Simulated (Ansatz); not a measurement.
Start from GaP in the zinc blende structure (space group F-43m, No. 216).

```
GaP
1.0
    0.00000     2.71928     2.71928
    2.71928     0.00000     2.71928
    2.71928     2.71928     0.00000
Ga P
1 1
Direct
  0.00000   0.00000   0.00000
  0.25000   0.25000   0.25000
```

Cartesian axes are those of the cell as printed.

Computed with Kohn–Sham DFT with the PBEsol functional, run in Ansatz (a first-principles code) with PAW and 420 eV plane waves, no SOC.

Perturbation: a pure shear with ε_xy = ε_yx = 0.0171; the atoms relax in the strained cell.

Problem. Predict the stress tensor and what it implies for the stiffness.

Solution. Stress of the strained cell less that of the base (GPa, compression positive):
```
   0.06   -2.31    0.00
  -2.31    0.06    0.00
   0.00    0.00   -0.01
```

Then −Δσ/γ with γ = 2ε = 0.0342 gives secant stiffness values (nonlinear terms included at this strain): C66 ≈ 67 GPa.

As a check, the harmonic strain energy −½ V₀ Δσ:ε is 4.9 meV/atom; the computed energy rise is 4.9 meV/atom.

Whether these cells are dynamically stable was not tested.
